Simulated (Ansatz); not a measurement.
# NbSi2, element substitutions

Start from NbSi₂ (space group P6_222, No. 180).

```xyz
9
Lattice="4.7928 0.0000 0.0000 -2.3964 4.1507 0.0000 0.0000 0.0000 6.5854" Properties=species:S:1:pos:R:3 pbc="T T T"
Nb     2.3964     0.0000     0.0000
Nb     1.1982     2.0754     2.1951
Nb    -1.1982     2.0754     4.3903
Si     0.0000     1.3160     0.0000
Si     3.6531     0.6580     2.1951
Si     1.2567     3.4927     4.3903
Si     2.3964     2.8347     0.0000
Si    -1.2567     3.4927     2.1951
Si     1.1397     0.6580     4.3903
```

Each row replaces one element on all its sites; cell and atoms are relaxed.

All numbers come from DFT with r2SCAN, PAW potentials and a 500 eV plane-wave cutoff in Ansatz (a first-principles code), spin-orbit coupling left out.

```
variant  lattice parameter a  c/a ratio
-------  -------------------  ---------
base                 4.793 Å      1.374
Si → Ga              5.044 Å      1.352
Nb → Y               5.383 Å      1.349
Si → Ru              4.831 Å      1.403
```

Stability against distortions was not tested. As relaxed here, NbGa2, YSi2 and NbRu2 are hypothetical phases, not in the database extracts checked. All final runs are without spin polarisation. An odd electron count without spin: NbGa2, NbSi2, YSi2 and NbRu2. NbGa2 has a high density of states at the Fermi level and may be magnetic at this level.
